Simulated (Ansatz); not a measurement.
C (model structure, P6/m, No. 175, 24 atoms in the cell), treated with PBEsol (plane waves, PAW; Ansatz, a program for electronic structure).

Run with plane-wave cutoff 520 eV, 6×6×14 k mesh (along the axes of the cell as run), Fermi–Dirac smearing 0.01 eV, scalar-relativistic PAW data made under PBE.

Cell (relaxed at this level):

```xyz
24
Lattice="11.6863 0.0000 0.0000 -5.8432 10.1207 0.0000 0.0000 0.0000 2.4581" Properties=species:S:1:pos:R:3 pbc="T T T"
C      4.0946    -0.1493     0.0000
C      3.8993     1.2595     0.0000
C      3.6210     1.9181     1.2290
C      2.7471     3.0401     1.2290
C      2.1766     3.4713     0.0000
C      0.8589     4.0066     0.0000
C      0.1494     4.0949     1.2290
C     -1.2593     3.8991     1.2290
C     -1.9180     3.6206     0.0000
C      8.6459     2.7472     0.0000
C      8.2147     2.1768     1.2290
C      7.6800     0.8590     1.2290
C      7.5918     0.1493     0.0000
C      1.9439     8.8612     0.0000
C      2.2222     8.2026     1.2290
C      3.0961     7.0805     1.2290
C      3.6666     6.6493     0.0000
C      4.9843     6.1140     0.0000
C      5.6938     6.0257     1.2290
C      7.1025     6.2215     1.2290
C     -3.9252     6.5000     0.0000
C     -2.8028     7.3735     0.0000
C     -2.3715     7.9438     1.2290
C     -1.8368     9.2617     1.2290
```

**Question.** Give the computed band gap and direct gap at Γ.

**Answer.** 
- band gap: 0.87 eV (on the SCF k mesh)
- direct gap at Γ: 3.75 eV

Note: the relaxation could raise the start's symmetry but not lower it, so the cell can be a saddle point.

Computed values are for the static lattice.

The result took very roughly 21 core-minutes.

A model structure was made by putting elements into a prototype or built by hand; it is no filed structure, need not be a known phase, and can be a saddle point held by its symmetry.
